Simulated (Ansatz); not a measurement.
We consider ZrRh3 (Pm-3m, No. 221, 4 atoms in the cell; start mp-229), described by PBEsol (Ansatz, a program for electronic structure, PAW).

Input:

Ansatz 0.2 input:
```yaml
crystal:
  lattice:
    - [3.8782067417, 0.0, 0.0]
    - [0.0, 3.8782067417, 0.0]
    - [0.0, 0.0, 3.8782067417]
  atoms:
    - { symbol: Zr, position: [0.0, 0.0, 0.0] }
    - { symbol: Rh, position: [0.5, 0.5, 0.0] }
    - { symbol: Rh, position: [0.0, 0.5, 0.5] }
    - { symbol: Rh, position: [0.5, 0.0, 0.5] }
basis:
  ecutwfc: 520
  ecutrho_ratio: 4
  xc_grid: 2
kpoints:
  mp_grid: { grid: [14, 14, 14] }
hamiltonian:
  xc: pbesol
  dispersion: none
  pseudopotentials: { kind: paw }
scf:
  occupations: { method: fermi_dirac, width: 0.05 }
output:
  forces: true
  stress: true
  eigenvalues: true
relax:
  f_tol: 0.004
  escape_saddle: false
  max_steps: 80
```

Output (set-up and result lines):

```
WARN output.stress: scf.convergence.dr2_threshold = 1e-7 eV (the SCF's general default) is looser than the 4e-10 eV advised for a printed stress (1e-10 eV for …
Relaxation: its limit of steps is 80 (relax.max_steps)
Crystal: 4 atoms, lattice volume = 58.330 Å³
Basis set: ecut = 520 eV, 1551 PW (Γ), exchange–correlation on 60×60×60 points (8 copies of the dense FFT grid, shifted against one another)
Bands: 38, of which v1, the nominal top of the filled ones, is band 32 counted from 1 (31 counted from 0)
Symmetry: 48 space group operations
Space group: Pm-3m (ITA 221), of the structure as read, at distance tolerance 3.9e-5 Å
k-points: 120 of 2744
Functional: x = pbesol(κ = 0.804, μ = 0.12345679012345678), c = pbesol(β = 0.046)
SCF iter   1: F=—  HF=-23147.687437 eV  |F-HF|=—  |Δ(HF+E_count)|=         —  Δρ=1.48e-2  dr2=1.27e-1
SCF iter   2: F=—  HF=-23147.669937 eV  |F-HF|=—  |Δ(HF+E_count)|=   1.75e-2  Δρ=6.17e-3  dr2=2.20e-2
  ...
SCF iter   6: F=—  HF=-23147.665816 eV  |F-HF|=—  |Δ(HF+E_count)|=   2.53e-7  Δρ=1.26e-5  dr2=1.00e-7
SCF iter   7: F=-23147.665816 eV  HF=-23147.665816 eV  |F-HF|=5.92e-9  |Δ(HF+E_count)|=   7.02e-9  Δρ=2.97e-6  dr2=7.94e-9
SCF 1 converged in 7 iterations: F = -23147.665816 eV  dr2 = 7.94e-9
relax step   1: F+E_penalty+E_count = -23147.66581575 eV  Δ(F+E_penalty+E_count) = +0.000e0 eV  max|allowed force component| = 5.206e-29 eV/Å  Δτ_max = 0.0000 Å  (7 SCF iters, accepted)
SCF converged after 7 iterations
Free energy (F): -23147.665816 eV
Internal energy: -23147.638320 eV  (E = F + TS)
E sigma→0 (E₀):  -23147.652068 eV
Fermi energy:    21.123608 eV
--- Forces (eV/Å), atoms counted from 1 ---
  atom   1  Zr    -0.00000000     0.00000000     0.00000000
  atom   2  Rh     0.00000000    -0.00000000    -0.00000000
  atom   3  Rh     0.00000000     0.00000000     0.00000000
  atom   4  Rh     0.00000000    -0.00000000    -0.00000000
--- Stress (GPa, compression-positive) ---
        5.050708       0.000000       0.000000
       -0.000000       5.050708       0.000000
        0.000000       0.000000       5.050708
  P = ⅓ Tr σ = 5.0507 GPa (50.507 kbar)
```

The cell is one volume of an energy–volume scan, off the minimum.

The PAW data were made under PBE.

Note: the run has no spin polarisation, so it can have missed a magnetic state. Note: the relaxation could not lower the start's symmetry, so the cell can be a saddle point above a distorted one.

Computing time: very roughly 14 core-seconds.

A start named mp-… is a Materials Project structure, which need not be a measured phase.
